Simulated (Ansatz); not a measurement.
Base system: Y in the hcp (Mg type) structure (space group P6_3/mmc, No. 194; a = 3.6556 Å, c = 5.6787 Å).

(Cell as relaxed with PBE.)

Levels (all Ansatz, a first-principles code, PAW): PBE (420 eV, spin-orbit coupling left out); r2SCAN (500 eV, spin-orbit coupling left out).

Each level relaxes its own structure.

```json
[
 {"quantity": "volume per atom", "PBE": "32.86 Å³", "r2SCAN": "33.46 Å³"},
 {"quantity": "lattice parameter a", "PBE": "365.6 pm", "r2SCAN": "368.3 pm"},
 {"quantity": "lattice parameter c", "PBE": "567.9 pm", "r2SCAN": "569.8 pm"},
 {"quantity": "band gap", "PBE": "zero", "r2SCAN": "zero"}
]
```

PBE's volume per atom lies 0.60 Å³ below r2SCAN's (1.8 %); PBE's lattice parameter a lies 2.7 pm below r2SCAN's (0.7 %); PBE's lattice parameter c lies 1.98 pm below r2SCAN's (0.3 %); the two agree on the band gap. Neither level is exact; r2SCAN is the comparison here, not a measurement.

Whether these cells are dynamically stable was not tested. The final runs are not spin-polarised.
